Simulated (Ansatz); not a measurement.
Lattice parameter a (Å) of solids drawn from the class of intermetallic compounds, at two levels: PBE (Ansatz, a first-principles code, PAW), and r²SCAN+rVV10 in Ansatz (PAW).

| solid | PBE | r²SCAN+rVV10 | shift (%) |
|---|---|---|---|
| fluorite PtAl₂ | 5.946 | 5.892 | -0.91 |
| CsCl-type PdIn | 3.306 | 3.252 | -1.63 |
| fluorite AuAl₂ | 6.061 | 5.996 | -1.07 |
| L1₂ (Cu3Au-type) Pt₃Ti | 3.948 | 3.908 | -1.01 |
| CsCl-type CuZn | 2.964 | 2.906 | -1.96 |
| CsCl-type RuAl | 3.004 | 2.976 | -0.93 |
| L1₂ (Cu3Au-type) Al₃Sc | 4.106 | 4.080 | -0.63 |
| L1₂ (Cu3Au-type) Ni₃Fe | 3.544 | 3.502 | -1.19 |
| L1₂ (Cu3Au-type) Ni₃Al | 3.567 | 3.516 | -1.43 |

The shifts run from -1.96 % to -0.63 %, with a median of -1.07 %.

Of 9 rows, r²SCAN+rVV10 is the larger in 0 and the smaller in 9.

Ansatz's runs of these crystals have no spin polarisation, but for L1₂ (Cu3Au-type) Ni3Fe, L1₂ (Cu3Au-type) Ni3Al. Meta-GGAs and exact exchange favour moments, which can bear on L1₂ (Cu3Au-type) Ni3Fe, L1₂ (Cu3Au-type) Ni3Al.

Density-functional runs with spin start from parallel moments for L1₂ (Cu3Au-type) Ni3Fe, parallel moments for L1₂ (Cu3Au-type) Ni3Al.

Spin–orbit coupling is left out, also for the solids with elements from indium on (fluorite PtAl2, CsCl-type PdIn, fluorite AuAl2, L1₂ (Cu3Au-type) Pt3Ti); its size isn't shown.

Ansatz's density-functional and Hartree–Fock values are scalar-relativistic unless marked +SOC, with PAW data made under PBE.
